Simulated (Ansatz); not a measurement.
Defect migration in monoclinic ZrO2: F-vacancy pair (F on one host O site, one O site vacant), charge state +3. The step: direct exchange of F with the vacancy (F-vacancy distance between ideal sites 2.60 Å throughout); the atom moves 2.23 Å along (-0.11, -0.30, 0.25) of the unit cell; the moving atom starts with neighbours O at 2.59, O at 2.66, O at 2.71; Zr at 2.16, Zr at 2.25, Zr at 2.39 Å and ends with O at 2.59, O at 2.66, O at 2.71; Zr at 2.16, Zr at 2.25, Zr at 2.39 Å. A PBE band in Ansatz (plane-wave PAW, the Γ point alone, 96 host sites, 23 SCF runs with any check of the saddle's order, static, no finite-size correction) gives a forward barrier of 0.49 eV. The saddle point's order was not checked, and it lies on a symmetry element of the cell, where a band can be held. The charge state is imposed; whether it is stable for some Fermi level was not computed. Forms of the defect that were not tried may lie lower.

Single points at the band's start and saddle point can refine it. Rough cost of one point, in units of the band's mean SCF on the same machine:

```json
[
 {"Level": "PBE, a 2×2×2 k-point mesh shifted by half a step", "Cost of one point": "about 7"},
 {"Level": "r2SCAN at 500 eV, the Γ point alone", "Cost of one point": "about 3"}
]
```

### Question
Which of these move the barrier by more than 0.1 eV, and how far does each move it?

### Answer
Not one does. PBE, a 2×2×2 k-point mesh shifted by half a step: 0.00 eV; r2SCAN at 500 eV, the Γ point alone: +0.01 eV. Each functional is compared with PBE at the same k-points.

Ansatz is a first-principles code.
